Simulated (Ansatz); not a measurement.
The reference is MgO in the rock salt structure (space group Fm-3m, No. 225; a = 4.214 Å). Axes: x, y, z lie along the cube axes.

The change: tensile biaxial strain of 2.76 % in the plane normal to [001], as in epitaxy on a mismatched substrate; the out-of-plane cell vector and the atoms relax.

Levels (all Ansatz, a program for electronic structure, PAW): PBEsol (420 eV, no SOC); r2SCAN (500 eV, no SOC); HSE06 (420 eV, no spin-orbit coupling).

One geometry, relaxed with PBEsol, under each level:

| level | band gap | lowest conduction level above the VBM at special points | electron mass | pressure |
|---|---|---|---|---|
| PBEsol | 4.22 eV | Γ 4.22 eV; N 7.46 eV; M 8.59 eV; X 9.04 eV | 0.35 mₑ out of plane, 0.32 mₑ in plane (at Γ) | -5.05 GPa |
| r2SCAN | 5.19 eV | Γ 5.19 eV; N 8.52 eV; M 9.66 eV; X 10.12 eV | 0.37 mₑ out of plane, 0.34 mₑ in plane (at Γ) | -6.34 GPa |
| HSE06 | (withheld) | (withheld) | – | – |

Question: Give the withheld HSE06 results.

Answer: 
- HSE06, band gap: 6.01 eV
- HSE06, lowest conduction level above the VBM at special points: Γ 6.01 eV; N 9.37 eV; M 10.46 eV

Single points use the geometry relaxed with PBEsol. Their cutoffs differ, which shifts pressures a little. Effective masses come from finite differences of ±0.01 Å⁻¹. Whether these cells are dynamically stable was not tested. The base started in Pnma and relaxed to Fm-3m at this level. k-point labels follow each cell's own Brillouin zone.
